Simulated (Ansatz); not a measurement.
Model glasses of amorphous ZrO2, 59 to 67 atoms (Zr20O40 before any change). Each row is one cell at a composition chosen by hand, melted whole on the CHGNet potential with the anions pushed apart under 1.9 Å, quenched within some picoseconds, far faster than a real film, and relaxed with PBE, scalar-relativistic without spin-orbit coupling (plane waves to 420 eV, PAW; Ansatz, an electronic-structure program). Each is the lower in DFT energy of 2 quenches. Cycles of charging and discharging were tried on the cells ahead of these points, and a cell that came back lower was taken. The column on the box says what of it was relaxed with the atoms; held means as the quench left it. Cells that kept moments or hold spare charge are left out.

At the relaxed places, the spacing of the highest filled and the lowest empty level was computed at the zone centre with PBE and with HSE06, without spin polarisation. A level counts as spread where PBE shares it among more than a fifth of the atoms; else the element of the atom with the largest weight is named. Formal charges balance in every cell (each cation at its usual highest valence, Cu and Ag at +1, Sb at +3, H at +1, O at −2, N at −3, F and Cl at −1). Exact exchange is cut at the faces of these small cells, which leaves the hybrid a finite-size error. Where a level is localised, the spacing isn't the band gap.

```tsv
cell	change	box	highest filled on	lowest empty on	spacing, PBE (eV)	spacing, HSE06 (eV)
Zr20O45Nb2	+2 Nb, +5 O	held	O	Nb	2.98	4.41
Zr20O37N2	+2 N, −3 O	volume	N	Zr	3.00	4.40
Zr20O43Y2	+3 O, +2 Y	volume	O	spread	3.37	4.88
Zr20O42Si	+2 O, +1 Si	volume	O	spread	3.39	4.89
Zr20O42Ti	+2 O, +1 Ti	volume	spread	Ti	3.44	5.09
Zr20O43La2	+2 La, +3 O	held	spread	spread	3.60	withheld
Zr20O39F2	+2 F, −1 O	held	O	spread	3.70	5.24
```

Question: Fit a straight line of the last column on the one before it through the 6 full rows, and predict the withheld value for Zr20O43La2.

Answer: Means: x = 3.313, y = 4.818. Slope = Σ(Δx Δy) / Σ(Δx²) = 0.4736 / 0.3839 = 1.234; intercept = 4.818 − (1.234) × 3.313 = 0.730 eV; r.m.s. residual 0.055 eV. Prediction: 0.730 + (1.234) × 3.60 = 5.17 eV. The run gave 5.15 eV, a miss of 0.02 eV, within the residual.
